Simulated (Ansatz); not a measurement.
Results of r²SCAN (plane waves, PAW; Ansatz, an electronic-structure program) for BaTiO₃ (Amm2, No. 38, 5 atoms in the cell; start mp-5777).

Run with plane-wave cutoff 560 eV, 8×8×8 k mesh, Fermi–Dirac smearing 0.01 eV, no spin polarisation, scalar-relativistic PAW data made under PBE.

Cell (relaxed at this level):

BaTiO₃ has the orthorhombic space group Amm2 (No. 38), Pearson symbol oS10. Conventional cell: a = 3.964 Å, b = 5.716 Å, c = 5.748 Å, α = 90.00°, β = 90.00°, γ = 90.00°. Ba on 2a has 12 O at 2.770–2.978 Å (cuboctahedral). Ti on 2b has 2 O at 1.853 Å and 2 O at 1.991 Å and 2 O at 2.208 Å (octahedral). O1 on 4e has 1 Ti at 1.853 Å and 1 Ti at 2.208 Å and 4 Ba at 2.795–2.879 Å (octahedral). O2 on 2a is coordinated by 2 Ti at 1.991 Å and 4 Ba at 2.770–2.978 Å (octahedral). (Neighbours: up to the widest gap in distance over summed covalent radii, below 1.35, at either atom; cation-cation and far metal-metal contacts left out.)
(The calculation used a cell of 5 atoms; values per cell refer to that cell.)

Task: Estimate the band gap and smallest direct gap on the k points sampled that the calculation returns.

Result: 
band gap: 2.66 eV
smallest direct gap on the k points sampled: 3.09 eV

Spin–orbit coupling is not included.

The result took very roughly 26 core-seconds.

A start named mp-… is a Materials Project structure, which need not be a measured phase.
